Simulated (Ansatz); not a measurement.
**Response to strain in TiO2**

The parent structure is TiO2 in the anatase structure (space group I4_1/amd, No. 141; a = 3.739 Å, c = 9.455 Å). Axes: x, y, z lie along a, b, c of the conventional cell.

Strains are applied to the cell and any free atomic positions relax.

Calculations: Kohn–Sham DFT with the LDA functional, run in Ansatz (an electronic-structure program) with PAW and 420 eV plane waves, no spin-orbit coupling.

Notes on the quantities. energy relative to the base: free energy F.

```tsv
uniaxial strain ε_zz (%)	energy relative to the base (meV/atom)
-3	6.4
-2.4	4.0
-1.8	2.3
-1.2	1.0
-0.6	?
0	0.0
```

**Question.** Fit ΔE = Aε² + Bε³ (ε in %) to the rows shown and predict the withheld row.

**Answer.** Least squares on the printed values gives A = 0.679 and B = -0.010 meV/atom (largest residual 0.1 meV/atom); this predicts 0.2 meV/atom, and the run gives 0.2 meV/atom, in agreement.

No phonon test of stability was made. All final runs are without spin polarisation.
